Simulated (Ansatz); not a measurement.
Base system: PtSe2 in the CdI2 type structure (space group P-3m1, No. 164; layered, stacked along the Cartesian z axis).

```yaml
crystal:
  lattice:
    - [3.73069, 0.00000, 0.00000]
    - [-1.86534, 3.23087, 0.00000]
    - [0.00000, 0.00000, 5.25610]
  atoms:
    - { symbol: Pt, position: [0.00000, 0.00000, 0.00000] }
    - { symbol: Se, position: [0.66667, 0.33333, 0.24699] }
    - { symbol: Se, position: [0.33333, 0.66667, 0.75301] }
```

Computed with DFT with r2SCAN+rVV10, PAW potentials and a 500 eV plane-wave cutoff in Ansatz (a first-principles code), without spin-orbit coupling.

Before the change:

```
Item                   Value
-------------------  -------
c/a ratio              1.409
Lattice parameter a  3.731 Å
```

It is then changed as follows: cell and atoms relaxed at a pressure of 4.5 GPa.

Problem. How does this affect the c/a ratio?

Solution. The c/a ratio shrinks by 0.127, from 1.409 to 1.282.

Problem. Estimate the effect on the lattice parameter a.

Solution. The lattice parameter a falls by 0.004 Å to 3.727 Å.

Load acts through the strain it causes; cell and atoms are relaxed under it. Whether these cells are dynamically stable was not tested. The final runs are not spin-polarised.
